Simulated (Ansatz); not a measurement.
**KTaO3: pressure series**

Consider KTaO3 in the cubic perovskite structure (space group Pm-3m, No. 221; a = 3.989 Å).

Cell and atoms are relaxed at each pressure.

Calculations: r2SCAN (Ansatz, a program for electronic structure; PAW; 500 eV plane waves; without spin-orbit coupling), earlier PAW set.

```tsv
P (GPa)	V (Å³/atom)
-2.00	12.822
-1.00	12.759
1.80	12.592
4.19	12.457
9.01	12.208
18.01	11.804
30.01	11.355
45.00	10.895
60.01	10.512
```

### Question
Fit a third-order Birch–Murnaghan equation of state.

### Answer
Least squares on P(V) = (3B₀/2)[(V₀/V)^(7/3) − (V₀/V)^(5/3)]·[1 + (3/4)(B₀′ − 4)((V₀/V)^(2/3) − 1)] gives V₀ = 12.70 Å³/atom, B₀ = 211 GPa and B₀′ = 4.3.

Measured bulk modulus of KTaO3: 220 GPa (temperature not stated; as listed in S. Tinte et al., Phys. Rev. B (1998)); the computed value is for a static lattice, so the two differ by thermal effects too.

Between the base and pressure 18 GPa the gap moves from 2.64 eV to 2.83 eV, a mean slope of 10 meV/GPa.

With Ta present, leaving out spin-orbit coupling can change the band edges. Load acts through the strain it causes; cell and atoms are relaxed under it. No phonon test of stability was made. No other phases were tried under pressure.
